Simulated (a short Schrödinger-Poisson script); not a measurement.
System: symmetric double-gate stack, SiO2 on p-type GaAs, at 400 K.

| layer | material | thickness (nm) | Na (cm⁻³) |
|---|---|---|---|
| 1 | SiO2 | 3.7 | - |
| 2 | GaAs | 4 | 4e15 |
| 3 | SiO2 | 3.7 | - |

The device is made up for the run: typed textbook-type constants, with dimensions and the other settings drawn at random. SiO2: permittivity 3.9, conduction-band edge (eV) 3.17, gap (eV) 9, electron mass (mₑ) 0.5. GaAs: permittivity 12.9, conduction-band edge (eV) 0, gap (eV) 1.424, Nv at 300 K (cm⁻³) 9e18.

Channel valleys (confinement mass, in-plane density-of-states mass, number): Γ 0.067, 0.067, 1. At the gates, both at one voltage, the conduction-band edge of layer 1 lies 3.81 eV − eVg above the Fermi level of the channel. Gaps are held at their typed values at every temperature. Mesh 0.03 nm at interfaces.

Solved with a short Schrödinger-Poisson script written for these runs: 1D Poisson equation in equilibrium, electrons classical, Fermi-Dirac, parabolic valleys, classical holes, full ionisation, no traps, pinning or gate leakage.

The same stack at other levels of the model or other numerical settings:

| run | sheet density of all electrons at Vg = 2.85 V (cm⁻²) | sheet density of all electrons at Vg = 1.05 V (cm⁻²) | capacitance of both gates at Vg = 2.85 V (μF/cm²) | gate voltage at 1e11 electrons/cm² (V) | rough cost against the base |
|---|---|---|---|---|---|
| base | 1.71e13 | 2.53e12 | 1.38 | 0.63 | about 1 |
| electrons treated as classical, Boltzmann | 2.33e13 | ? | 1.81 | 0.62 | 0.4 |
| electrons treated as quantum, Hartree | ? | ? | 1.24 | 0.93 | 3 |
| electrons treated as quantum, Hartree plus LDA exchange-correlation | 1.47e13 | 7.44e11 | 1.24 | 0.92 | 5 |
| mesh six times as coarse | 1.69e13 | 2.49e12 | 1.36 | 0.63 | 0.7 |

Problem. Fill in the missing entries.

Solution. 
- electrons treated as classical, Boltzmann, sheet density of all electrons at Vg = 1.05 V (cm⁻²): 3.56e12
- electrons treated as quantum, Hartree, sheet density of all electrons at Vg = 1.05 V (cm⁻²): 6.46e11
- electrons treated as quantum, Hartree, sheet density of all electrons at Vg = 2.85 V (cm⁻²): 1.43e13

The classical rows ignore confinement, and Boltzmann statistics overrate the density once the band edge passes the Fermi level.

Above a few 1e12 electrons/cm² a light Γ valley is non-parabolic and upper valleys begin to fill, which the model leaves out.
